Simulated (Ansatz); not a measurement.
## SiC under a change: pressure 0.9 GPa

Consider SiC in the wurtzite structure (space group P6_3mc, No. 186; a = 3.0920 Å, c = 5.0743 Å).

Now apply this change: cell and atoms relaxed at a pressure of 0.9 GPa.

Level of theory: PBE (Ansatz, a quantum-chemistry and plane-wave program; PAW; 420 eV plane waves; scalar-relativistic without spin-orbit coupling). k-mesh 12×12×7 (Γ-centred); smearing 0.05 eV (Fermi–Dirac).

The volume per atom decreases by 0.04 Å³ to 10.46 Å³ and the density goes up by 0.01 g/cm³ (3.17 g/cm³ → 3.18 g/cm³). The c/a ratio remains 1.641 and the shortest interatomic distance shrinks by 0.005 bohr, from 3.577 bohr to 3.572 bohr. The enthalpy H = E + PV relative to the base's energy is +0.06 eV/atom and the band gap is nearly the same (2.31 eV against 2.30 eV) (an upper bound: an edge found on the path is not a true extremum; the changed cell).

Load acts through the strain it causes; cell and atoms are relaxed under it. Semilocal Kohn–Sham gaps tend to fall short of experiment. Whether these cells are dynamically stable was not tested.
